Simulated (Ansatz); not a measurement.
Relaxation of the outer planes of the (10-12) surface of hcp Hf in its 1x1 cell, outermost plane spacing 1.25 Å in the ideal cut.

Method: PBE (plane waves to 420 eV, PAW; Ansatz, a first-principles code).

Set-up: 12 atoms, 10.6 Å thick at the start; mesh 12x5x1; 0.1 eV smearing; dipole correction on; all atoms relaxed; held to the start's symmetry, so lower structures may exist; no spin, no spin-orbit, no U.

```csv
plane,atoms,bulk spacing to the next (Å),relaxed spacing (Å),change (%),rumpling (Å)
1,Hf,1.247,[?],[?],0.00
2,Hf,0.624,0.629,0.9,0.00
```

**Question.** Some entries are withheld; supply them.

**Answer.** 
- 1, relaxed spacing (Å): 1.116
- 1, change (%): -10.6
